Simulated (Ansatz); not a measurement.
## TiB₂ (model structure, started from the MoSi2 type, I4/mmm, No. 139, 3 atoms in the cell): properties by level of theory

```
level (code)         equilibrium lattice constant a (Å)  c axis length (Å)
-------------------  ----------------------------------  -----------------
PBE (Ansatz)                                      3.203              5.997
PBEsol (Ansatz)                                   3.164              5.964
PBE-D3(BJ) (Ansatz)                               3.161              5.944
```

Ansatz's density-functional and Hartree–Fock values are scalar-relativistic unless marked +SOC, with PAW data made under PBE.

The computed numbers hold no vibrational or temperature effects.

A model structure was made by putting elements into a prototype or built by hand; it is no filed structure, need not be a known phase, and can be a saddle point held by its symmetry.

Ansatz is a first-principles code.
